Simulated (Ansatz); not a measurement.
## CdTe, pressure series

Consider CdTe in the zinc blende structure (space group F-43m, No. 216).

```
CELL_PARAMETERS angstrom
      0.00000     3.27881     3.27881
      3.27881     0.00000     3.27881
      3.27881     3.27881     0.00000
ATOMIC_POSITIONS crystal
  Te 0.75000 0.75000 0.75000
  Cd 0.00000 0.00000 0.00000
```

Cell and atoms are relaxed at each pressure.

All numbers come from r2SCAN (Ansatz, an electronic-structure program), no SOC.

Candidates:
(a) pressure 15 GPa
(b) pressure 4.5 GPa
(c) pressure 22.5 GPa
(d) pressure 0.9 GPa

For the base:

Band gap: 1.17 eV

Problem. Order them by band gap, highest first.

Solution. (c) pressure 22.5 GPa (2.10 eV), (a) pressure 15 GPa (1.89 eV), (b) pressure 4.5 GPa (1.46 eV), (d) pressure 0.9 GPa (1.23 eV)

Spin-orbit coupling, missing from the scalar runs, can matter with Te. Load acts through the strain it causes; cell and atoms are relaxed under it. Whether these cells are dynamically stable was not tested. Measured, CdTe leaves this structure (for cinnabar) near 3.53 GPa (temperature not stated; as listed in Datta, Sujoy, Jana, Debnarayan, arXiv (2020)), on rising pressure, with hysteresis.
